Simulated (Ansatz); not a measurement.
Consider CdTe in the rock salt structure (space group Fm-3m, No. 225; a = 5.9991 Å). Axes: x, y, z lie along the cube axes.

All numbers come from PBEsol, PAW, 420 eV (Ansatz, a quantum-chemistry and plane-wave program; no SOC).

Base values:

```
Quantity                         Value
-----------------------------  -------
Shortest interatomic distance  3.000 Å
Band gap                          zero
```

One thing is altered: a free-standing slab of 3 layers (6 atoms, 2 a layer) is cut normal to the z axis, with 15 Å of vacuum and the in-plane cell held at bulk.

Task: What does the calculation give for the change of the spacing d12 from its bulk value of 3.000 Å, excess energy per area of both faces, shortest interatomic distance and band gap after the change?

Result: The change of the spacing d12 from its bulk value of 3.000 Å comes out as -0.7 %; the excess energy per area of both faces (slab less bulk energy over the cell's area: twice a surface energy) amounts to 0.53 J/m² (uncertain by up to 0.05 J/m²); the shortest interatomic distance falls by 0.104 Å to 2.896 Å; the band gap remains zero.

Slab and bulk use different k-meshes, which limits the precision of the excess energy. Whether these cells are dynamically stable was not tested. All final runs are without spin polarisation. This is not the structure that CdTe has at room temperature and ambient pressure.
